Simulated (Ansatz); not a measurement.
The starting structures come from a database of crystals and need not be the phases stable at ambient conditions.

Given:

```xyz
12
Lattice="6.5037 0.0000 0.0000 0.0000 6.5037 0.0000 3.2519 -3.2519 7.2122" Properties=species:S:1:pos:R:3 pbc="T T T"
Sr     0.0000     0.0000     0.0000
Sr     3.2519     0.0000     3.6061
Zn     6.5037     3.2519     3.6061
Zn     3.2519     3.2519     0.0000
Cl     4.2631     1.5709     1.1710
Cl     8.1847     4.2631     4.7771
Cl     2.2407     4.9328     1.1710
Cl     4.8228     2.2407     4.7771
Cl     5.4925     4.9328     2.4351
Cl     4.8228    -1.0112     6.0412
Cl     7.5149     1.5709     2.4351
Cl     8.1847     1.0112     6.0412
```

Space group of this cell: I4_1/a. The cell is taken as given.

Transport runs along the normal of the first two printed cell vectors, the (001) plane of the conventional cell.

The gap is the functional's own. No spin-orbit coupling. Mid-gap values are interpolated on the energy grid.

Question: Estimate the band gap and the smallest decay constant κ at mid-gap that Ansatz (a program for electronic structure) with r2SCAN returns for this system.

Answer: Gap 5.19 eV on a 6×6×6 mesh; κ = 0.381 1/Å, at the zone centre.
